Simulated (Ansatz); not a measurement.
The parent structure is MoP (space group P-6m2, No. 187; relaxed with 0.1 eV smearing).

```
CELL_PARAMETERS angstrom
      3.20755     0.00000     0.00000
     -1.60378     2.77782     0.00000
      0.00000     0.00000     3.17271
ATOMIC_POSITIONS crystal
  Mo 0.00000 0.00000 0.00000
  P  0.66667 0.33333 0.50000
```

Cartesian axes are those of the cell as printed.

Computed with Ansatz (a quantum-chemistry and plane-wave program), PBEsol, PAW, cutoff 420 eV, no SOC.

The change: uniaxial stress, 3 GPa tension along x, with the cell and atoms free to relax against it.

Task: What happens to the energy relative to the base, mean lateral Poisson ratio and secant Young's modulus along x?

Result: The energy goes up by 1.4 meV/atom; the mean lateral Poisson ratio comes out as 0.25; the secant Young's modulus along x amounts to 280 GPa.

Load acts through the strain it causes; cell and atoms are relaxed under it. Beyond what the load breaks, stability against distortions was not tested. All final runs are without spin polarisation. An odd electron count without spin: MoP.
